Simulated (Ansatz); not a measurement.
Base system: Mg in the hcp (Mg type) structure (space group P6_3/mmc, No. 194; a = 3.175 Å, c = 5.163 Å; relaxed with 0.1 eV smearing). Axes: x lies along a and z along c of the hexagonal cell.

Structures relaxed with Kohn–Sham DFT with the PBEsol functional, run in Ansatz (a program for electronic structure) with PAW and 420 eV plane waves, no spin-orbit coupling.

Base:

Simulated powder pattern, Cu Kα1, λ = 1.54056 Å (kinematic, ideal powder, no thermal factors, no anomalous dispersion; the 10 strongest lines at most, above 2 %, up to 2θ = 90°):

```json
[
 {"2θ (°)": "32.54", "I/Imax (%)": "24", "hkl": "(100)"},
 {"2θ (°)": "34.72", "I/Imax (%)": "27", "hkl": "(002)"},
 {"2θ (°)": "37.01", "I/Imax (%)": "100", "hkl": "(101)"},
 {"2θ (°)": "48.32", "I/Imax (%)": "15", "hkl": "(102)"},
 {"2θ (°)": "58.05", "I/Imax (%)": "17", "hkl": "(110)"},
 {"2θ (°)": "63.74", "I/Imax (%)": "19", "hkl": "(103)"},
 {"2θ (°)": "69.45", "I/Imax (%)": "19", "hkl": "(112)"},
 {"2θ (°)": "70.87", "I/Imax (%)": "13", "hkl": "(201)"},
 {"2θ (°)": "78.81", "I/Imax (%)": "3.2", "hkl": "(202)"},
 {"2θ (°)": "82.49", "I/Imax (%)": "2.8", "hkl": "(104)"}
]
```

After one change:

Simulated powder pattern, Cu Kα1, λ = 1.54056 Å (kinematic, ideal powder, no thermal factors, no anomalous dispersion; the 10 strongest lines at most, above 2 %, up to 2θ = 90°):

```json
[
 {"2θ (°)": "32.54", "I/Imax (%)": "12"},
 {"2θ (°)": "33.18", "I/Imax (%)": "25"},
 {"2θ (°)": "34.72", "I/Imax (%)": "42"},
 {"2θ (°)": "37.01", "I/Imax (%)": "55"},
 {"2θ (°)": "37.59", "I/Imax (%)": "100"},
 {"2θ (°)": "48.79", "I/Imax (%)": "16"},
 {"2θ (°)": "58.46", "I/Imax (%)": "18"},
 {"2θ (°)": "64.13", "I/Imax (%)": "19"},
 {"2θ (°)": "69.82", "I/Imax (%)": "20"},
 {"2θ (°)": "72.35", "I/Imax (%)": "14"}
]
```

Question: What was done to the base?
(A) uniaxial strain ε_xx = +2.00 %
(B) uniaxial strain ε_xx = −1.00 %
(C) uniaxial strain ε_xx = +1.00 %
(D) uniaxial strain ε_xx = −2.50 %

Answer: D, uniaxial strain ε_xx = −2.50 %. Its volume per atom is 21.97 Å³ against 22.54 Å³, and its space group is Cmcm (No. 63).

Stability against distortions was not tested.
